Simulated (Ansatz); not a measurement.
Functionals compared on N on the 1x1 (0001) surface of hcp Y, one in a 2x2 cell, started at the site 'bridge Y-Y (span 3.7 Å)', in Ansatz (plane waves, PAW). The structure was relaxed with PBE; the other rows are single points on it, each with its references at the same level. Cutoff 420 eV (500 eV for r2SCAN).

Slab: 17 atoms, 8.4 Å thick at the start under the adsorbate (thin: gaps and levels are the slab's own); k 5x5x1, smearing 0.1 eV, dipole-corrected; 8 atoms held, the rest relaxed; symmetry of the start imposed; no spin, no spin-orbit, no U, no dispersion correction. At the end it is bonded to 4 Y. In PBE it is, or lies within 0.03 eV of, the lowest of the starts that converged. These notes are the PBE run's. Adsorption energies are against ½ N2(g). A negative adsorption energy means that the adsorbate is more stable on the surface than in its reference.

| functional | adsorption energy (eV) | work function of the top face (eV) | change of the work function (eV) | rough cost of the single point |
|---|---|---|---|---|
| PBE | -2.86 | 3.34 | 0.00 | – |
| RPBE | -2.58 | 3.24 | -0.01 | about 110 core-seconds (a rough figure) |
| r2SCAN | (withheld) | (withheld) | (withheld) | roughly 3 core-minutes |

### Question
Complete the blanks.

### Answer

- r2SCAN, adsorption energy (eV): -3.37
- r2SCAN, work function of the top face (eV): 3.39
- r2SCAN, change of the work function (eV): 0.01

Ansatz is a quantum-chemistry and plane-wave program.
